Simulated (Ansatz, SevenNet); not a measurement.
Elastic constant C66 (GPa) of solids drawn from the class of silicides and borides, at two levels: the machine-learned potential SevenNet-0 (trained on PBE and PBE+U data), and PBE (plane waves, PAW; Ansatz, a quantum-chemistry and plane-wave program).

```
solid           SevenNet-0  PBE
--------------  ----------  ---
C11b MoSi2            26.6    ?
C11b WSi2             64.7  200
AlB2-type ZrB2        99.6  253
AlB2-type HfB2         104  265
AlB2-type MgB2         113  184
AlB2-type TiB2         129  291
```

Problem. Estimate the withheld PBE value from the other rows.

Solution. One way: carry over the typical ratio. The ratios PBE / SevenNet-0 of the other rows, in order: 1.628, 2.256, 2.540, 2.548, 3.091; median 2.540. C11b MoSi2: 26.6 × 2.540 = 67.6 GPa; the run gives 189 GPa. The ratios spread from 1.628 to 3.091, so such an estimate is rough. C11b MoSi2 lies outside that spread.

Over all 6 rows PBE is the larger in 6.

Ansatz's runs of these crystals have no spin polarisation.

Spin–orbit coupling is left out, also for the solids with elements from indium on (C11b WSi2, AlB2-type HfB2); its size isn't shown.

Each level is taken at its own relaxed cell. Ansatz's density-functional and Hartree–Fock values are scalar-relativistic unless marked +SOC, with PAW data made under PBE.
